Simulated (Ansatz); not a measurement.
**A computed series for InAs: pressure series**

Consider InAs in the zinc blende structure (space group F-43m, No. 216; a = 6.186 Å).

Cell and atoms are relaxed at each pressure.

The values are results of PBE (Ansatz, a first-principles code; PAW; 420 eV plane waves; no SOC), not measurements.

Computed cases, in order: pressure −2 GPa; pressure −1 GPa; 0 GPa (base); pressure 0.9 GPa; pressure 2.1 GPa; pressure 4.5 GPa; pressure 9 GPa; pressure 15 GPa; pressure 22.5 GPa; pressure 30 GPa.

Problem. Between which two neighbouring cases does the band gap open or close?

Solution. Between pressure 4.5 GPa (zero) and pressure 9 GPa (0.14 eV). The whole series: pressure −2 GPa: zero; pressure −1 GPa: zero; 0 GPa (base): zero; pressure 0.9 GPa: zero; pressure 2.1 GPa: zero; pressure 4.5 GPa: zero; pressure 9 GPa: 0.14 eV; pressure 15 GPa: 0.45 eV; pressure 22.5 GPa: 0.75 eV; pressure 30 GPa: 0.98 eV.

The mesh was chosen for an insulator and is coarse for the gapless case. Load acts through the strain it causes; cell and atoms are relaxed under it. Whether these cells are dynamically stable was not tested. The final runs are not spin-polarised. Measured, InAs leaves this structure (for rock salt) near 7 GPa (temperature not stated; as listed in Datta, Sujoy, Jana, Debnarayan, arXiv (2020)). The zero or small gap of InAs can change with the level of theory.
